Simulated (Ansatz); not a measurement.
## GaSb: carrier doping

Take GaSb in the zinc blende structure (space group F-43m, No. 216; a = 6.1335 Å) as the base.

Carriers are added at fixed cell with a uniform background; the Fermi–Dirac width is that of 300 K.

All numbers come from Ansatz (an electronic-structure program), r2SCAN, PAW, cutoff 500 eV, spin-orbit coupling left out, earlier PAW set.

Notes on the quantities. Fermi level from band edge: Fermi level relative to the doped band's edge (positive inside the band; to 0.05 eV).

| electron density (10^21 cm⁻³) | Fermi level from band edge (eV) |
|---|---|
| 1 | 0.70 |
| 3 | ? |
| 5 | 1.05 |
| 10 | 1.25 |

**Question.** Fit E_F = C n^s, fitted as a line in log–log form (a parabolic band gives s = 2/3) to the rows shown and predict the withheld row.

**Answer.** Least squares on the printed values gives C = 0.70 eV, s = 0.25 (largest residual 0.00 eV); this predicts 0.92 eV, and the run gives 0.95 eV, in agreement.

Carriers are added with a uniform compensating background; total energy and stress of such cells depend on the potential's zero and are not compared; many-body gap narrowing is missing at this level. Stability against distortions was not tested.
